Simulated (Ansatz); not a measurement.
Inside the gap of an insulator the Bloch states are evanescent, with a wavenumber k + iκ along the transport direction.

```yaml
crystal:
  lattice:
    - [4.17472, 0.00000, 0.00000]
    - [0.00000, 5.90395, 0.00000]
    - [2.08736, -2.95198, 2.08736]
  atoms:
    - { symbol: In, position: [0.00000, 0.00000, 0.00000] }
    - { symbol: P, position: [0.50000, 0.25000, 0.00000] }
```

The cell is taken as given.

Transport runs along the normal of the first two printed cell vectors, the (110) plane of the conventional cell.

The gap is the functional's own. No spin-orbit coupling. Mid-gap values are those at the computed energy nearest the middle.

Give the band gap and the smallest decay constant κ at mid-gap that Ansatz (a first-principles code) with r2SCAN yields.

Gap 1.04 eV on a 14×14×14 mesh; κ = 0.068 1/Å, at the zone centre.
